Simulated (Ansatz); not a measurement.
Cost and result by functional for the surface energy of the (110) surface of fcc Sr in its 1x1 cell, outermost plane spacing 2.13 Å in the ideal cut, in Ansatz (plane waves, PAW). Single points on the PBE structure, on one kind of machine; costs are rough ratios of the slab run's core time (references not counted) to the cheapest single point. r2SCAN's cost holds its higher cutoff (500 against 420 eV). Differences are taken against r2SCAN for comparison alone: no measured value is at hand, so the table doesn't rank accuracy.

Model: 6-atom slab, 10.7 Å thick at the start, 9x6x1 mesh, Fermi-Dirac 0.1 eV, dipole correction, all atoms relaxed; symmetry of the start imposed; no spin, no spin-orbit, no U. These notes are the PBE run's.

```csv
functional,relative cost,surface energy (J/m²),less r2SCAN (J/m²)
PBEsol,1,0.45,0.00
LDA,1,0.46,0.01
r2SCAN,2,0.45,0.00
PBE (the relaxed run's value),–,0.41,-0.04
```

The values span 0.05 J/m², while the single points' costs differ by a factor of roughly 2. Differences are of unrounded values.

Ansatz is an electronic-structure program.
